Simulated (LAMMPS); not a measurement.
LAMMPS 22 Jul 2025, classical MD, SNAP (Mo_Zuo_JPCA2020.snapcoeff): Mo, 686 atoms.

```
Quantity                                                                                            Result
-----------------------------------------------  ---------------------------------------------------------
task                                                                                               MD, nve
potential                                        SNAP, Mo_Zuo_JPCA2020.snapcoeff Mo_Zuo_JPCA2020.snapparam
copies of the repeat unit                                                                            7×7×7
shape (slab and sphere leave vacuum in the box)                                                       bulk
steps                                                                                                  400
timestep                                                                                              1 fs
thermo                                                                                                  50
newton                                                                                        on (default)
atom_modify sort (bins of 2 Å where set)                                                    1000 (default)
comm_style                                                                                 brick (default)
box                                                                                   22.0 × 22.0 × 22.0 Å
start                                                      generated bcc lattice, warmed in an untimed run
```

All runs start from one configuration, warmed at this fixed volume for 300 steps under a thermostat at 1600 K. The run at a skin of 2 Å has a mean temperature of 1570 K and a mean pressure of 11.4 GPa.

One run each, on a shared machine, so no times are given.

With neigh_modify every 1 delay 0 check yes, skins of 0.1, 0.3, 0.5, 1, 1.5, 2, 3 Å were run. Further schedules:
- skin 0.3 Å, every 1 delay 10 check yes
- skin 2 Å, every 20 delay 0 check no
- skin 1 Å, every 10 delay 0 check yes
- skin 2 Å, every 100 delay 0 check no
- skin 2 Å, every 10 delay 0 check yes
- skin 0.3 Å, every 20 delay 0 check no
- skin 1 Å, every 1 delay 10 check yes

A schedule rebuilds too seldom if it shows a dangerous build, rebuilds less often than the check at every step does at that skin, or fails.

Question: Name the settings that rebuild less often than the motion of the atoms asks.

Answer: With the check at every step the rebuilds are 105 at 0.1 Å, 38 at 0.3 Å, 23 at 0.5 Å, 11 at 1 Å, 6 at 1.5 Å, 0 at 2 Å, 0 at 3 Å. Too seldom: skin 0.3 Å, every 1 delay 10 check yes; skin 1 Å, every 10 delay 0 check yes; skin 0.3 Å, every 20 delay 0 check no.

```
setting                                 rebuilds  dangerous builds  list entries an atom  change of the total energy (meV/atom)
--------------------------------------  --------  ----------------  --------------------  -------------------------------------
skin 0.1 Å, every 1 delay 0 check yes        105                 —                  25.3                                +0.0035
skin 0.3 Å, every 1 delay 0 check yes         38                 —                  26.4                                +0.0035
skin 0.5 Å, every 1 delay 0 check yes         23                 —                  31.2                                +0.0035
skin 1 Å, every 1 delay 0 check yes           11                 —                  56.3                                +0.0035
skin 1.5 Å, every 1 delay 0 check yes          6                 —                  58.7                                +0.0035
skin 2 Å, every 1 delay 0 check yes            0                 —                  65.2                                +0.0035
skin 3 Å, every 1 delay 0 check yes            0                 —                   118                                +0.0035
skin 0.3 Å, every 1 delay 10 check yes        37                21                  26.4                                +0.0035
skin 2 Å, every 20 delay 0 check no           20       not counted                  65.1                                +0.0035
skin 1 Å, every 10 delay 0 check yes           9                 0                  56.3                                +0.0035
skin 2 Å, every 100 delay 0 check no           4       not counted                  65.1                                +0.0035
skin 2 Å, every 10 delay 0 check yes           0                 0                  65.2                                +0.0035
skin 0.3 Å, every 20 delay 0 check no         20       not counted                  26.5                                +0.0037
skin 1 Å, every 1 delay 10 check yes          11                 0                  56.3                                +0.0035
```

Where the energy changes as in the checked runs, the late rebuilds cost nothing that shows in this run. List entries are as LAMMPS prints them (Ave neighs/atom).
